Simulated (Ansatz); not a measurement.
Consider MgTe in the wurtzite structure (space group P6_3mc, No. 186).

```
MgTe
1.0
    4.56087     0.00000     0.00000
   -2.28044     3.94983     0.00000
    0.00000     0.00000     7.41276
Mg Te
2 2
Direct
  0.66667   0.33333   0.00099
  0.33333   0.66667   0.50099
  0.66667   0.33333   0.62421
  0.33333   0.66667   0.12421
```

Cartesian axes are those of the cell as printed.

The values are results of Ansatz (a first-principles code) PBEsol, no spin-orbit coupling, earlier PAW set, not measurements.

Strains are applied to the cell and any free atomic positions relax; under stress the whole cell relaxes.

One change was made to it. Results:

The band gap falls by 0.02 eV, from 2.39 eV to 2.37 eV; the valence-band top at Γ (three highest levels, from the VBM) changes from 0.00, -0.02, -0.02 eV to 0.00, -0.04, -0.06 eV; the gap character is still direct at Γ.

**Question.** What was done to the base?
A. isotropic strain +4.06 %
B. tensor shear ε_xz = +0.70 %
C. uniaxial stress, 3 GPa tension along z

**Answer.** B, tensor shear ε_xz = +0.70 %. For comparison, the band gap in the other runs: isotropic strain +4.06 % gives 1.89 eV; uniaxial stress, 3 GPa tension along z gives 1.96 eV.

With Te present, leaving out spin-orbit coupling can change the band edges. Beyond what the load breaks, stability against distortions was not tested. Labels are those of the standard path for the cell's own space group.
